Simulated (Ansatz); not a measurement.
Ansatz (a quantum-chemistry and plane-wave program) run on ZrSi2 (Cmcm, 6 atoms in the cell): self-consistent single point.

Level of theory: PBE, PAW files (plane waves; Ansatz).

```xyz
6
Lattice="1.8276 -7.3783 0.0000 1.8276 7.3783 0.0000 0.0000 0.0000 3.6450" Properties=species:S:1:pos:R:3 pbc="T T T"
Zr     1.8276    -5.8154     2.7337
Zr     1.8276     5.8154     0.9112
Si     1.8276     0.7594     0.9112
Si     1.8276    -0.7594     2.7337
Si     1.8276     3.6855     2.7337
Si     1.8276    -3.6855     0.9112
```

Reference input (self-consistent single point, DFT, PBE, plane waves, PAW files): basis.ecutwfc = 420 eV; kpoints.mp_grid.grid = 11 11 11; hamiltonian.xc = pbe; hamiltonian.pseudopotentials = {kind: paw} (the program's default PAW files); scf.occupations.method = cold; scf.occupations.width = 0.05 eV. This run's input differs from it in these lines:

Ansatz 0.2 input:
```diff
@@ -14,3 +14,3 @@
 basis:
-  ecutwfc: 420.0 eV
+  ecutwfc: 295.0 eV
 kpoints:
```

The program printed (abridged):

```
SCF iter   1: F=—  HF=-10915.409334 eV  |F-HF|=—  |Δ(HF+E_count)|=         —  Δρ=3.21e-2  dr2=2.87e0  ethr=3.10e-3  ⟨swp⟩=6.4  Hψ=29203  notcnv=0
all-band conjugate gradients solve this SCF's bands
preconditioner: auto → Kerker (q_TF=auto, 2.349 Å⁻¹)
SCF iter   2: F=—  HF=-10915.070737 eV  |F-HF|=—  |Δ(HF+E_count)|=   3.39e-1  S|Δr|=    0.00e0  Δρ=1.96e-2  dr2=1.02e0  ethr=3.10e-3  ⟨swp⟩=1.6  Hψ=7519  notcnv=0  defer=80
   [... lines left out ...]
SCF iter   5: F=—  HF=-10914.877082 eV  |F-HF|=—  |Δ(HF+E_count)|=   6.41e-6  S|Δr|=    0.00e0  Δρ=1.96e-4  dr2=6.66e-5  ethr=2.77e-6  ⟨swp⟩=2.3  Hψ=7503  notcnv=0  defer=318
SCF iter   6: F=—  HF=-10914.876801 eV  |F-HF|=—  |Δ(HF+E_count)|=   2.81e-4  S|Δr|=    0.00e0  Δρ=2.85e-5  dr2=8.03e-7  ethr=1.66e-7  ⟨swp⟩=2.0  Hψ=7649  notcnv=0  defer=318
SCF iter   7: F=-10914.876801 eV  HF=-10914.876801 eV  |F-HF|=9.88e-9  |Δ(HF+E_count)|=   2.17e-8  S|Δr|=    0.00e0  Δρ=4.91e-6  dr2=2.68e-8  ethr=2.50e-10  ⟨swp⟩=10.6  Hψ=26886  notcnv=0
SCF 1 converged in 7 iterations: F = -10914.876801 eV  dr2 = 2.68e-8
Stability not checked (fill_not_monotonic)
Free energy (F): -10914.876801 eV
Internal energy: -10914.876790 eV  (E = F + TS)
E sigma→0 (E₀):  -10914.876798 eV
Entropy (-TS):   -0.000011 eV (-0.002 meV/atom)
Fermi energy:    12.929867 eV
--- Forces (eV/Å), atoms counted from 1 ---
  atom   1  Zr     0.00000000    -0.11994616     0.00000000
  atom   2  Zr     0.00000000     0.11994616     0.00000000
  atom   3  Si     0.00000000     0.27760200     0.00000000
  atom   4  Si     0.00000000    -0.27760200     0.00000000
  atom   5  Si     0.00000000     0.01773446     0.00000000
  atom   6  Si     0.00000000    -0.01773446     0.00000000
--- Stress (GPa, compression-positive) ---
        4.169608       0.000000       0.000000
        0.000000       3.235185       0.000000
        0.000000       0.000000       4.246423
  P = ⅓ Tr σ = 3.8837 GPa (38.837 kbar)
  The stress holds the Pulay correction. Without it, at fixed plane waves, as pw.x and ABINIT print it: P = 3.3050 GPa
```

The run converged in 7 iterations. Against the reference run the free energy rises by 6.1 meV/atom, the pressure hardly changes (3.86 to 3.88 GPa) and the largest force moves little (0.285 to 0.278 eV/Å).

The starting cell comes from a database of computed structures (which also holds hypothetical and non-ambient phases and stackings), without a prior relaxation at this level. Its lattice was rescaled by a random factor within 2.5 % of one. Ansatz's pressure includes its estimate of the finite-basis (Pulay) stress. Without the estimate this run gives 3.31 GPa. The cutoff lies below the one recommended for these files.
